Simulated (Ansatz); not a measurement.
System: B (model structure, started from the C4 type, I4₁32, No. 214, 4 atoms in the cell). Method: LDA in Ansatz (plane waves, PAW).

Numerical settings: plane-wave cutoff 520 eV, 10×10×10 k mesh, Fermi–Dirac smearing 0.01 eV, scalar-relativistic PAW data made under PBE.

Cell (relaxed with PBEsol):

```
B
1.0
   -2.31651     2.31651     2.31651
    2.31651    -2.31651     2.31651
    2.31651     2.31651    -2.31651
B
4
Direct
  0.00000   0.25000   0.50000
  0.25000   0.50000   0.00000
  0.50000   0.00000   0.25000
  0.25000   0.25000   0.25000
```

### Question
Predict the band gap, smallest direct gap on the k points sampled and Γ–Γ gap.

### Answer

band gap: 1.41 eV (indirect)
smallest direct gap on the k points sampled: 2.68 eV
Γ–Γ gap: 3.09 eV

Note: the relaxation could raise the start's symmetry but not lower it, so the cell can be a saddle point; cell and atoms aren't relaxed at this level (pressure -2.9 GPa).

It cost about 16 core-seconds (a rough figure) of CPU time.

A model structure was made by putting elements into a prototype or built by hand; it is no filed structure, need not be a known phase, and can be a saddle point held by its symmetry.

Ansatz is a first-principles code.
